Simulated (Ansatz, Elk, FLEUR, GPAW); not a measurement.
Code comparison for Mg7V (Fm-3m, 8 atoms in the cell)

Self-consistent single point, at a second geometry (lattice scaled by 0.98). First geometry:

```yaml
crystal:
  lattice:
    - [0.00000, 4.36171, 4.36171]
    - [4.36171, 0.00000, 4.36171]
    - [4.36171, 4.36171, 0.00000]
  atoms:
    - { symbol: Mg, position: [0.50000, 0.50000, 0.50000] }
    - { symbol: Mg, position: [0.00000, 0.00000, 0.50000] }
    - { symbol: Mg, position: [0.50000, 0.50000, 0.00000] }
    - { symbol: Mg, position: [0.50000, 0.00000, 0.00000] }
    - { symbol: Mg, position: [0.00000, 0.50000, 0.50000] }
    - { symbol: Mg, position: [0.00000, 0.50000, 0.00000] }
    - { symbol: Mg, position: [0.50000, 0.00000, 0.50000] }
    - { symbol: V, position: [0.00000, 0.00000, 0.00000], spin: 2.0 }
```
(The spins are starting values, not results.)

Shared settings, as Ansatz (a program for electronic structure) writes them: kpoints.mp_grid.grid = 3 3 3; scf.occupations.method = fermi_dirac; scf.occupations.width = 0.0073 Ry. Potentials and cutoffs stand in the table.

```csv
code,model,ΔF from the first geometry (meV/atom),cutoff
FLEUR,"LDA (Perdew-Zunger), all-electron FLAPW (FLEUR), scalar-relativistic valence",-11.6,Kmax 3.8 1/bohr
GPAW,"LDA (Perdew-Wang 92), GPAW PAW datasets LDA (gpaw-data 1.0.1)",-11.9,850 eV
Elk,"LDA (PW92), all-electron FP-LAPW, Elk's shipped species files, APW+lo basis with extra local orbitals",-13.2,rgkmax 8
Ansatz,"LDA (PW92), PAW files made with PBE",-12.2,default
```

On Ansatz's run: the starting moments vanished: the run ended non-magnetic, which need not be the lowest state. The program warned that a starting moment was not kept.

The spread over the programs that give each value: ΔF from the first geometry within 1.6 meV/atom.

FLEUR and Elk treat all electrons, but the usual bases taken here (sphere radii, linearisation, local orbitals, empty states) were not tested for convergence, so the values are no reference for the others.

The shared mesh is coarse (it stands for a supercell whose shortest vector is 18 Å), so the values are not converged in it.

The starting cell comes from a database of computed structures (which also holds hypothetical and non-ambient phases and stackings), without a prior relaxation at this level. For this run, on top of that: lattice scaled by 0.98.

Left out of this page: Quantum ESPRESSO, ABINIT and SIESTA (failed or unconverged).

Keys are those of Ansatz 0.2.
